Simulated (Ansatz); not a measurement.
## As under a change: As → Bi

Consider As in the A7 type structure (space group R-3m, No. 166; a = 3.759 Å, c = 10.735 Å (hexagonal axes); layered).

It is then changed as follows: full substitution As → Bi, then cell and atoms are relaxed.

The values are results of Kohn–Sham DFT with the r2SCAN+rVV10 functional, run in Ansatz (a quantum-chemistry and plane-wave program) with PAW and 500 eV plane waves, no SOC, earlier PAW set, not measurements. Settings: 13×13×13 k-points, 0.05 eV Fermi–Dirac smearing, for the changed cell.

```csv
quantity,base,changed,shift
volume per atom,21.89 Å³,35.50 Å³,+13.603 Å³
lattice parameter a,3.759 Å,4.522 Å,+0.763 Å
c/a ratio,2.856,2.660,-0.1955
space group,R-3m (No. 166),R-3m (No. 166),–
band gap,zero,zero,–
```

With Bi present, leaving out spin-orbit coupling can change the band edges. Whether these cells are dynamically stable was not tested.
